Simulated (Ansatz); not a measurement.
Input and output of a self-consistent single point for K₃Nb (I4/mmm, 4 atoms in the cell) (Ansatz, an electronic-structure program)

Computed with PBE (plane waves, PAW; Ansatz).

Input:

Ansatz 0.2 input:
```yaml
# K3Nb
crystal:
  lattice:
    - [-2.776282, 2.776282, 6.184012]
    - [2.776282, -2.776282, 6.184012]
    - [2.776282, 2.776282, -6.184012]
  atoms:
    - { symbol: K, position: [0.500000, 0.500000, 0.000000] }
    - { symbol: K, position: [0.750000, 0.250000, 0.500000] }
    - { symbol: K, position: [0.250000, 0.750000, 0.500000] }
    - { symbol: Nb, position: [0.000000, 0.000000, 0.000000] }
kpoints:
  mp_grid:
    grid: [6, 6, 6]
hamiltonian:
  xc: pbe
  pseudopotentials:
    kind: paw
scf:
  occupations:
    method: gaussian
    width: 0.136
output:
  forces: true
  eigenvalues: true
  stress: true
```

The program printed (abridged):

```
WARN basis.ecutwfc = 420 eV, the default
WARN ansatz: RAYON_NUM_THREADS=1 ignored (pool sized by the plan → 1); use --threads N
Pseudopotentials: kind: paw
Pseudopotential: K, paw, valence charge 9
Pseudopotential: Nb, paw, valence charge 13
Crystal: 4 atoms, lattice volume = 190.659 Å³
Basis set: ecut = 420 eV, 3725 PW (Γ), exchange–correlation on 100×100×100 points (8 copies of the dense FFT grid, shifted against one another)
Bands: 24, of which v1, the nominal top of the filled ones, is band 20 counted from 1 (19 counted from 0)
Symmetry: 16 space group operations
Space group: I4/mmm (ITA 139), of the structure as read, at distance tolerance 5.8e-5 Å
k-points: 30 of 216
Initial density: superposition of atomic densities (neutral atoms: chi_scale 0, normalization atom), corrected by the library's trained network
Initial wavefunctions: pseudopotential atomic-orbital guess
Eigensolver: davidson
Functional: x = pbe(κ = 0.804, μ = 0.2195149727645171), c = pbe(β = 0.06672455060314922)
SCF iter   1: F=—  HF=-9159.654944 eV  |F-HF|=—  |Δ(HF+E_count)|=         —  Δρ=7.79e-3  dr2=9.75e-2  ethr=1.77e-3  ⟨swp⟩=5.7  Hψ=3016  notcnv=0
all-band conjugate gradients solve this SCF's bands
preconditioner: auto → Kerker (q_TF=auto, 2.103 Å⁻¹)
SCF iter   2: F=—  HF=-9159.649348 eV  |F-HF|=—  |Δ(HF+E_count)|=   5.60e-3  Δρ=3.64e-3  dr2=1.56e-2  ethr=2.44e-4  ⟨swp⟩=1.0  Hψ=961  notcnv=0
SCF iter   3: F=—  HF=-9159.650082 eV  |F-HF|=—  |Δ(HF+E_count)|=   7.35e-4  Δρ=2.49e-3  dr2=8.42e-3  ethr=3.91e-5  ⟨swp⟩=1.7  Hψ=741  notcnv=0
SCF iter   4: F=—  HF=-9159.650503 eV  |F-HF|=—  |Δ(HF+E_count)|=   4.21e-4  Δρ=5.85e-4  dr2=9.42e-4  ethr=2.11e-5  ⟨swp⟩=1.0  Hψ=721  notcnv=0
SCF iter   5: F=—  HF=-9159.650699 eV  |F-HF|=—  |Δ(HF+E_count)|=   1.97e-4  Δρ=1.37e-4  dr2=6.45e-5  ethr=2.35e-6  ⟨swp⟩=2.0  Hψ=829  notcnv=0
SCF iter   6: F=—  HF=-9159.650722 eV  |F-HF|=—  |Δ(HF+E_count)|=   2.24e-5  Δρ=3.91e-5  dr2=4.69e-6  ethr=1.61e-7  ⟨swp⟩=2.0  Hψ=890  notcnv=0
SCF iter   7: F=—  HF=-9159.650724 eV  |F-HF|=—  |Δ(HF+E_count)|=   2.08e-6  Δρ=9.07e-6  dr2=2.54e-7  ethr=1.17e-8  ⟨swp⟩=2.0  Hψ=841  notcnv=0
SCF iter   8: F=-9159.650724 eV  HF=-9159.650724 eV  |F-HF|=1.51e-8  |Δ(HF+E_count)|=   1.49e-7  Δρ=3.48e-6  dr2=5.99e-8  ethr=2.50e-10  ⟨swp⟩=4.9  Hψ=2596  notcnv=0
SCF 1 converged in 8 iterations: F = -9159.650724 eV  dr2 = 5.99e-8
SCF converged after 8 iterations
Free energy (F): -9159.650724 eV
Harris-Foulkes:  -9159.650724 eV  (|F-HF|=1.51e-8)
Internal energy: -9159.493720 eV  (E = F + TS)
E sigma→0 (E₀):  -9159.572222 eV
Entropy (-TS):   -0.157004 eV (-39.251 meV/atom)
Fermi energy:    3.844645 eV
--- Per-component energies (eV) ---
  E_band       = -605.899545
  E_kinetic    = 1146.247263
  E_local      = -3275.570565  (includes V_loc(G=0)·N_el)
  E_nonlocal   = 164.069165
  E_hartree    = 1125.228024
  E_xc         = -571.916145
  E_vxc        = -695.424531  (∫ρ·V_xc dr)
  E_paw        = -5420.181607  (= ΣΔE_a)
  E_vpaw       = -195.685286  (= ΣTr[D̂ρ^β])
  E_aug_tail   = -0.000003  (compensation charges beyond the density's cutoff)
  E_ewald      = -2327.369852
  E_smearing   = -0.157004  (= −TS)
  E_closure    = -0.000000  (closes the sum)
  Σ components = -9159.650724   (vs F -9159.650724, Δ=0.00e0)
--- Forces (eV/Å), atoms counted from 1 ---
  atom   1  K     -0.00000000     0.00000000    -0.00000000
   [... zero for the other atoms too ...]
  max |Σ_I F_I| component: 1.30e-18 eV/Å
--- Stress (GPa, compression-positive) ---
       -0.395577       0.000000       0.000000
        0.000000      -0.395577      -0.000000
        0.000000       0.000000      -0.699002
  P = ⅓ Tr σ = -0.4967 GPa (-4.967 kbar)
  The stress holds the Pulay correction. Without it, at fixed plane waves, as pw.x and ABINIT print it: P = -0.5001 GPa
--- Band table (eV; the first three rows and the last of 30) ---
  k-point 0: bands = ["-51.4974", "-27.6236", "-27.5959", "-27.5694", "-27.5694", "-27.5007", "-27.3073", "-11.2265", "-11.2265", "-11.1173", "-11.0530", "-11.0530", "-11.0384", "-10.8530", "-10.7790", "-10.7790", "1.0507", "3.5156", "3.5703", [...]
  k-point 1: bands = ["-51.4974", "-27.6204", "-27.5993", "-27.5694", "-27.5694", "-27.5006", "-27.3070", "-11.2374", "-11.1789", "-11.1048", "-11.1037", "-11.0508", "-11.0456", "-10.8568", "-10.7824", "-10.7767", "1.3620", "3.6599", "3.6811", [...]
  k-point 2: bands = ["-51.4974", "-27.6139", "-27.6061", "-27.5695", "-27.5689", "-27.5006", "-27.3071", "-11.2577", "-11.2067", "-11.0821", "-11.0756", "-11.0679", "-11.0377", "-10.8668", "-10.7866", "-10.7727", "2.1773", "3.5952", "3.6116", [...]
  k-point 29: bands = ["-51.4974", "-27.6243", "-27.5959", "-27.5694", "-27.5694", "-27.4996", "-27.3077", "-11.2302", "-11.2302", "-11.0885", "-11.0511", "-11.0511", "-11.0367", "-10.8870", "-10.7768", "-10.7768", "1.8113", "2.6444", "3.4410", [...]
```

The run converged in 8 iterations.

The starting cell was generated: these elements placed on a structure prototype, without a prior relaxation; it need not be a known phase or ordering of this composition. Its lattice was rescaled by a random factor within 2.5 % of one. Spin polarisation is off. Ansatz's pressure includes its estimate of the finite-basis (Pulay) stress.
